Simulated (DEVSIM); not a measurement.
Structure: illuminated Si n-on-p cell, one wavelength, at 400 K.

Layer 1 from the left is Si, thickness (μm) 0.320, Nd (cm⁻³) 6e18, τn (s) 3e-7, τp (s) 9.7e-7, absorption coefficient (cm⁻¹) 46000. Layer 2 from the left is Si, thickness (μm) 50.0, Na (cm⁻³) 2.4e16, τn (s) 2.7e-5, τp (s) 2.7e-5, absorption coefficient (cm⁻¹) 46000.

Left contact: ohmic, minority hole recombination velocity 6000 cm/s. Right contact: ohmic, minority electron recombination velocity 100 cm/s. Voltage is applied to the left contact. Recombination: SRH at mid-gap, radiative, Auger. Light enters at the left, 1.5e18 photons cm⁻² s⁻¹, one pass, no reflection. Mobility is constant in doping.

This is a model device: material constants are rounded textbook-type values typed into the input, and sizes, dopings and lifetimes were drawn at random. Values at 300 K; Nc and Nv go as T^1.5, mobilities as T to minus their exponent, the gap by Varshni's rule with the affinity fixed.

Si: gap (eV) 1.124, affinity (eV) 4.05, permittivity 11.7, Nc (cm⁻³) 2.86e19, Nv (cm⁻³) 3.1e19, μn (cm²/Vs) 1417, μp (cm²/Vs) 470, T exponent of μn 2.3, T exponent of μp 2.2, B (cm³/s) 4.7e-15, Cn (cm⁶/s) 2.8e-31, Cp (cm⁶/s) 9.9e-32, Varshni α (eV/K) 0.000473, Varshni β (K) 636.

Model (solved in DEVSIM): 1D drift-diffusion, Boltzmann statistics, complete ionisation; no tunnelling, impact ionisation, image-force lowering or self-heating.

Task: What does the simulation give for the potential step across the device at zero bias, the short-circuit current, the open-circuit voltage, the fill factor?

Result: potential step across the device at zero bias 0.766 V; short-circuit current 237 mA/cm²; open-circuit voltage 0.527 V; fill factor 0.76.
